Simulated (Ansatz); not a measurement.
InP (F-43m) under uniaxial stress along [111] (compression positive): electron conductivity mass by r2SCAN with spin-orbit coupling, rigid bands (plane waves, PAW; Ansatz, a quantum-chemistry and plane-wave program). The unloaded cell, whose axes the loads refer to:

```
InP
1.0
    0.00000     2.93899     2.93899
    2.93899     0.00000     2.93899
    2.93899     2.93899     0.00000
In P
1 1
Direct
  0.00000   0.00000   0.00000
  0.25000   0.25000   0.25000
```

```
uniaxial stress along [111] (compression positive) (GPa)  volume per atom (Å³)  electron conductivity mass (mₑ)
--------------------------------------------------------  --------------------  -------------------------------
-7                                                                       26.41                           0.0682
-5                                                                       26.07                           0.0767
-3                                                                       25.78                                ?
-1                                                                       25.52                           0.0875
0                                                                        25.39                           0.0895
1                                                                        25.26                           0.0911
3                                                                        25.02                           0.0940
```

**Question.** Fit a straight line to ln(electron conductivity mass) against the load over the rows given, and predict the row at -3 GPa.

**Answer.** The means are x̄ = -1.500 GPa and ȳ = -2.4772; Σ(x − x̄)(y − ȳ) = 2.289 and Σ(x − x̄)² = 71.50, so the slope is 3.20 % per GPa, and the rows given lie within 3.2 % of the line. At -3 GPa the line gives 0.0800 mₑ; the calculation gives 0.0829 mₑ, 3.4 % from it, so the trend bends or changes character over this range.

Masses are for dilute carriers at 300 K, harmonic means over directions unless an axis is named. Stresses and pressures are the targets of the relaxation. The structure type is held at every load. Geometry: cell and atoms relaxed with PBEsol.
